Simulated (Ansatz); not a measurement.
# Effect of biaxial strain +2.80 %, plane normal [001], relaxed out of plane on hypothetical rock salt PdGe

Base system: PdGe in the rock salt structure (space group Fm-3m, No. 225; a = 5.128 Å; a hypothetical phase, not in the database extracts checked). Axes: x, y, z lie along the cube axes.

Now apply this change: tensile biaxial strain of 2.80 % in the plane normal to [001], as in epitaxy on a mismatched substrate; the out-of-plane cell vector and the atoms relax.

The values are results of plane-wave PAW DFT at the PBEsol level (Ansatz, a program for electronic structure, 420 eV), no spin-orbit coupling, not measurements. Γ-centred 16×16×16 mesh, Fermi–Dirac width 0.05 eV.

```json
[
 {"quantity": "volume per atom", "base": "16.86 Å³", "changed": "17.40 Å³", "shift": "+0.54 Å³"},
 {"quantity": "shortest interatomic distance", "base": "256.4 pm", "changed": "250.4 pm", "shift": "-6.0 pm"},
 {"quantity": "energy relative to the base (free energy F)", "base": "0 meV/atom", "changed": "+14 meV/atom", "shift": "+14 meV/atom"},
 {"quantity": "band gap", "base": "zero", "changed": "zero", "shift": "–"},
 {"quantity": "out-of-plane strain (rough)", "base": "–", "changed": "-2.34 %", "shift": "–"}
]
```

Final structure (turned so that z lies along the plane normal):

```
PdGe
1.0
    3.72776     0.00000     0.00000
    0.00000     3.72776     0.00000
    1.86388    -1.86388     2.50403
Ge Pd
1 1
Direct
  0.00000   0.00000   0.00000
  0.50000   0.50000   0.00000
```

Without a gap, meshes like the base's 16×16×16 leave anisotropic stresses uncertain by several tenths of a GPa, and small strain energies with them. Stability against distortions was not tested. The final runs are not spin-polarised.
